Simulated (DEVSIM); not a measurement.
Device: abrupt Si n-p junction, at 300 K.

```
layer (left to right)  material  thickness (μm)  Nd (cm⁻³)  Na (cm⁻³)   τn (s)   τp (s)
---------------------  --------  --------------  ---------  ---------  -------  -------
1                            Si            5.90     2.8e16          -  0.00022  0.00022
2                            Si            54.0          -     2.3e14  0.00022  0.00022
```

Left contact: ohmic. Right contact: ohmic. Voltage is applied to the left contact. Recombination: SRH at mid-gap, Auger. Mobility is constant in doping.

Constants are typed, rounded textbook-type inputs, not results; the design itself was drawn at random and stands for no fabricated device. Values at 300 K; Nc and Nv go as T^1.5, mobilities as T to minus their exponent, the gap by Varshni's rule with the affinity fixed.

```tsv
parameter	Si
gap (eV)	1.124
affinity (eV)	4.05
permittivity	11.7
Nc (cm⁻³)	2.86e19
Nv (cm⁻³)	3.1e19
μn (cm²/Vs)	1417
μp (cm²/Vs)	470
T exponent of μn	2.3
T exponent of μp	2.2
Cn (cm⁶/s)	2.8e-31
Cp (cm⁶/s)	9.9e-32
Varshni α (eV/K)	0.000473
Varshni β (K)	636
```

Simulated with DEVSIM: 1D drift-diffusion, Boltzmann statistics, complete ionisation; no tunnelling, impact ionisation, image-force lowering or self-heating.

The temperature was swept, all else fixed.

| temperature (K) | largest field in the device at zero bias (V/cm) | dark forward voltage at 100 A/cm² (V) | dark forward voltage at 1 A/cm² (V) | potential step across the device at zero bias (V) |
|---|---|---|---|---|
| 250 | 10000 | 1.061 | 0.685 | 0.744 |
| 300 | 10000 | 1.082 | 0.578 | 0.640 |
| 350 | 11000 | 1.121 | 0.469 | 0.532 |
| 400 | 11000 | … | … | 0.421 |
| 450 | 12000 | 1.252 | 0.249 | 0.309 |
| 500 | 12000 | 1.236 | 0.143 | 0.217 |

Task: Complete the blanks.

Result: 
- 400, dark forward voltage at 100 A/cm² (V): 1.179
- 400, dark forward voltage at 1 A/cm² (V): 0.359
